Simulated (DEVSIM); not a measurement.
System: Au/AlN/SiO2/n-Si capacitor, at 300 K.

```csv
layer (left to right),material,thickness (nm),Nd (cm⁻³)
1,AlN,17.0,-
2,SiO2,1.10,-
3,Si,1200,2.2e17
```

Metal gate on the left, work function 5.1 eV. Fixed charge at the semiconductor interface 0 cm⁻² (in units of +e); interface traps 8.8e10 cm⁻² eV⁻¹, uniform in energy, neutral level at 0.5 of the gap above the valence band.

This is a model device: material constants are rounded textbook-type values typed into the input, and sizes, dopings and lifetimes were drawn at random. Values at 300 K; Nc and Nv go as T^1.5, mobilities as T to minus their exponent, the gap by Varshni's rule with the affinity fixed.

| parameter | AlN | SiO2 | Si |
|---|---|---|---|
| gap (eV) | 6.1 | 9 | 1.124 |
| affinity (eV) | 1.9 | 0.9 | 4.05 |
| permittivity | 8.5 | 3.9 | 11.7 |
| Nc (cm⁻³) | - | - | 2.86e19 |
| Nv (cm⁻³) | - | - | 3.1e19 |
| Varshni α (eV/K) | - | - | 0.000473 |
| Varshni β (K) | - | - | 636 |

Simulated with DEVSIM: 1D Poisson equation in equilibrium, Boltzmann statistics, complete ionisation; no quantum confinement or tunnelling. Metal contacts follow the ideal Schottky-Mott rule: no Fermi-level pinning, no interface dipoles.

Base results: capacitance of the dielectric stack (μF/cm²) 0.388; threshold voltage (band bending 2φF) (V) -0.61; minimum of the low-frequency capacitance (μF/cm²) 0.121; flat-band voltage (V) 0.94.

### Question
What follows from this one change: interface trap density 8.8e+10 → 3e+11 cm^-2 eV^-1?

### Answer
capacitance of the dielectric stack little changed (0.388 μF/cm²); threshold voltage (band bending 2φF) -0.61 → -0.65 V; minimum of the low-frequency capacitance 0.121 → 0.136 μF/cm²; flat-band voltage 0.94 → 0.98 V.

### Question
What follows from this one change: fixed charge 0 → 1.38e+12 cm^-2?

### Answer
capacitance of the dielectric stack little changed (0.388 μF/cm²); threshold voltage (band bending 2φF) -0.61 → -1.18 V; minimum of the low-frequency capacitance little changed (0.120 μF/cm²); flat-band voltage 0.94 → 0.37 V.

### Question
What follows from this one change: substrate doping 2.2e+17 → 2.2e+16 cm^-3?

### Answer
capacitance of the dielectric stack little changed (0.388 μF/cm²); threshold voltage (band bending 2φF) -0.61 → -0.09 V; minimum of the low-frequency capacitance 0.121 → 0.0592 μF/cm²; flat-band voltage 0.94 → 0.88 V.

### Question
What follows from this one change: gate work function 5.1 → 5.4 eV?

### Answer
capacitance of the dielectric stack little changed (0.388 μF/cm²); threshold voltage (band bending 2φF) -0.61 → -0.31 V; minimum of the low-frequency capacitance little changed (0.121 μF/cm²); flat-band voltage 0.94 → 1.24 V.

### Question
What follows from this one change: temperature 300 → 350 K?

### Answer
capacitance of the dielectric stack little changed (0.388 μF/cm²); threshold voltage (band bending 2φF) -0.61 → -0.54 V; minimum of the low-frequency capacitance 0.121 → 0.126 μF/cm²; flat-band voltage 0.94 → 0.91 V.

### Question
What follows from this one change: AlN thickness 0.017 → 0.02 μm?

### Answer
capacitance of the dielectric stack 0.388 → 0.336 μF/cm²; threshold voltage (band bending 2φF) -0.61 → -0.71 V; minimum of the low-frequency capacitance 0.121 → 0.115 μF/cm²; flat-band voltage little changed (0.94 V).
